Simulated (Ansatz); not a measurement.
The reference is GaSb in the zinc blende structure (space group F-43m, No. 216; a = 6.1115 Å).

Level of theory: Kohn–Sham DFT with the PBEsol functional, run in Ansatz (a first-principles code) with PAW and 420 eV plane waves, scalar-relativistic without spin-orbit coupling.

Base values:

- Pressure = 0.0 GPa
- Band gap = zero

The change: an isotropic linear strain of +1.50 %, atoms relaxed at fixed cell.

What happens to the pressure?

The pressure goes from zero to -2.1 GPa.

What happens to the energy relative to the base?

The energy grows by 8.8 meV/atom.

What does the calculation give for the band gap after the change?

The band gap is still zero.

With Sb present, leaving out spin-orbit coupling can change the band edges. Whether these cells are dynamically stable was not tested. All final runs are without spin polarisation. The zero or small gap of GaSb can change with the level of theory.
